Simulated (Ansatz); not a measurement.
## How the c axis length of Hf₂Ge (model structure, started from the Ni2In type, P6₃/mmc, No. 194, 6 atoms in the cell) moves with the method

No measured value is used here.

```csv
level (code),value (Å)
PBE (Ansatz),5.723
PBEsol (Ansatz),[?]
PBE-D3(BJ) (Ansatz),5.660
```

Task: Complete the blanks.

Result: 
- PBEsol (Ansatz, a first-principles code), value (Å): 5.640

Density-functional levels without +SOC have no spin–orbit coupling. Ansatz's density-functional and Hartree–Fock values are scalar-relativistic unless marked +SOC, with PAW data made under PBE.

A model structure was made by putting elements into a prototype or built by hand; it is no filed structure, need not be a known phase, and can be a saddle point held by its symmetry.
